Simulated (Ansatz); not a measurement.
The parent structure is SnO$_{2}$ in the rutile structure (space group P4_2/mnm, No. 136).

```
SnO2
1.0
    4.72236     0.00000     0.00000
    0.00000     4.72236     0.00000
    0.00000     0.00000     3.19034
Sn O
2 4
Direct
  0.00000   0.00000   0.00000
  0.50000   0.50000   0.50000
  0.30607   0.30607   0.00000
  0.80607   0.19393   0.50000
  0.19393   0.80607   0.50000
  0.69393   0.69393   0.00000
```

Cartesian axes are those of the cell as printed.

Method: LDA (Ansatz, a quantum-chemistry and plane-wave program, PAW, no spin-orbit coupling).

Perturbation: uniaxial strain ε_xx = +1.80 %, all other strain components held at zero, atoms relaxed at fixed cell.

**Question.** Predict the stress tensor and what it implies for the stiffness.

**Answer.** Stress of the strained cell less that of the base (GPa, compression positive):
```
  -4.32    0.00    0.00
   0.00   -2.99    0.00
   0.00    0.00   -2.65
```

Then −Δσ_ii/ε with ε = 0.0180 gives secant stiffness values (nonlinear terms included at this strain): C11 ≈ 240 GPa, C12 ≈ 166 GPa and C13 ≈ 147 GPa.

Stability against distortions was not tested.
